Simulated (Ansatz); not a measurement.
## Zn in the hcp (Mg type) structure (space group P6_3/mmc, No. 194)

```xyz
2
Lattice="2.6468 0.0000 0.0000 -1.3234 2.2922 0.0000 0.0000 0.0000 4.6794" Properties=species:S:1:pos:R:3 pbc="T T T"
Zn     0.0000     1.5281     3.5095
Zn     1.3234     0.7641     1.1698
```

All numbers come from r2SCAN, PAW, 500 eV (Ansatz, a program for electronic structure; no spin-orbit coupling). Settings: 20×20×10 k-points, 0.05 eV Fermi–Dirac smearing.

```yaml
volume_per_atom: 14.19 Å³
density: 7.65 g/cm³
band_gap: zero
total_energy: -3325.669 eV/atom (σ→0; compares only within this code and set-up)
```

No phonon test of stability was made.
